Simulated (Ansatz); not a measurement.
Ansatz (an electronic-structure program) run on Mo₃Os (P1, 8 atoms in the cell): self-consistent single point.

Method: BLYP, default PAW files made with PBE (plane waves; Ansatz).

```
CELL_PARAMETERS angstrom
      4.96800     0.00000     0.00000
      0.00000     4.96800     0.00000
      0.00000     0.00000     4.96800
ATOMIC_POSITIONS crystal
  Os 0.00612 0.00880 0.98571
  Os 0.49848 0.50502 0.50370
  Mo 0.24001 0.99712 0.52890
  Mo 0.50198 0.75468 0.02391
  Mo 0.74611 0.01709 0.48222
  Mo 0.50831 0.23637 0.98114
  Mo 0.01194 0.50618 0.74287
  Mo 0.98706 0.47474 0.25155
```

Reference input (self-consistent single point, DFT, LDA (PW92), plane waves, default PAW files made with PBE): kpoints.mp_grid.grid = 4 4 4; hamiltonian.xc = lda; hamiltonian.pseudopotentials = {kind: paw} (the program's default PAW files); scf.occupations.method = gaussian; scf.occupations.width = 0.02 Ry. This run's input differs from it in these lines:

Ansatz 0.2 input:
```diff
@@ -19,3 +19,3 @@
 hamiltonian:
-  xc: lda
+  xc: blyp
   pseudopotentials:
```

Output, abridged:

```
SCF iter   1: F=—  HF=-52632.582799 eV  |F-HF|=—  |Δ(HF+E_count)|=         —  Δρ=1.31e-2  dr2=2.27e-1  ethr=1.77e-3  ⟨swp⟩=4.9  Hψ=7899  notcnv=0
all-band conjugate gradients solve this SCF's bands
preconditioner: auto → Kerker (q_TF=auto, 2.703 Å⁻¹)
SCF iter   2: F=—  HF=-52632.534513 eV  |F-HF|=—  |Δ(HF+E_count)|=   4.83e-2  Δρ=6.88e-3  dr2=6.21e-2  ethr=1.96e-4  ⟨swp⟩=2.5  Hψ=3870  notcnv=0
SCF iter   3: F=—  HF=-52632.519627 eV  |F-HF|=—  |Δ(HF+E_count)|=   1.49e-2  Δρ=1.10e-3  dr2=9.88e-4  ethr=5.35e-5  ⟨swp⟩=3.0  Hψ=5084  notcnv=0
SCF iter   4: F=—  HF=-52632.519846 eV  |F-HF|=—  |Δ(HF+E_count)|=   2.19e-4  Δρ=1.49e-4  dr2=2.37e-5  ethr=8.52e-7  ⟨swp⟩=2.1  Hψ=3242  notcnv=0
SCF iter   5: F=—  HF=-52632.519862 eV  |F-HF|=—  |Δ(HF+E_count)|=   1.56e-5  Δρ=4.38e-5  dr2=2.48e-6  ethr=2.04e-8  ⟨swp⟩=2.0  Hψ=3410  notcnv=0
SCF iter   6: F=—  HF=-52632.519862 eV  |F-HF|=—  |Δ(HF+E_count)|=   5.31e-7  Δρ=9.01e-6  dr2=1.03e-7  ethr=2.14e-9  ⟨swp⟩=2.0  Hψ=3417  notcnv=0
SCF iter   7: F=-52632.519862 eV  HF=-52632.519862 eV  |F-HF|=2.18e-11  |Δ(HF+E_count)|=   1.46e-8  Δρ=1.91e-6  dr2=4.48e-9  ethr=8.62e-11  ⟨swp⟩=8.3  Hψ=8618  notcnv=0
SCF 1 converged in 7 iterations: F = -52632.519862 eV  dr2 = 4.48e-9
Free energy (F): -52632.519862 eV
Internal energy: -52632.198782 eV  (E = F + TS)
E sigma→0 (E₀):  -52632.359322 eV
Entropy (-TS):   -0.321080 eV (-40.135 meV/atom)
Fermi energy:    22.535374 eV
--- Forces (eV/Å), atoms counted from 1 ---
  atom   1  Os    -0.34751053    -0.96488947     0.97801310
  atom   2  Os    -0.09918119     0.08969622    -0.10471833
  atom   3  Mo     0.63343364    -0.09081279    -1.52736885
  atom   4  Mo     0.14780178    -0.97355400    -0.01491676
  atom   5  Mo    -0.07899898    -0.86466759     0.35019898
  atom   6  Mo    -0.38000114     1.37692499     0.27287370
  atom   7  Mo    -0.67018521     0.76749847     0.56891114
  atom   8  Mo     0.79464228     0.65980036    -0.52299151
--- Stress (GPa, compression-positive) ---
       18.552611      -0.409226      -1.538931
       -0.409226      17.868175      -0.417144
       -1.538931      -0.417144      19.605412
  P = ⅓ Tr σ = 18.6754 GPa (186.754 kbar)
  The stress holds the Pulay correction. Without it, at fixed plane waves, as pw.x and ABINIT print it: P = 18.6376 GPa
```

The run converged in 7 iterations. Against the reference run the pressure goes from -6.24 to 18.68 GPa and the largest force goes from 1.529 to 1.656 eV/Å.

The starting cell comes from a database of published, mostly measured structures (it also holds non-ambient and calculated ones), without a prior relaxation at this level. Its atoms were displaced at random from the sites of space group no. 223. Spin polarisation is off. With a pressure of about 19 GPa the cell is away from its equilibrium volume at this level. Forces in this geometry exceed 1 eV/Å. Ansatz's pressure includes its estimate of the finite-basis (Pulay) stress.
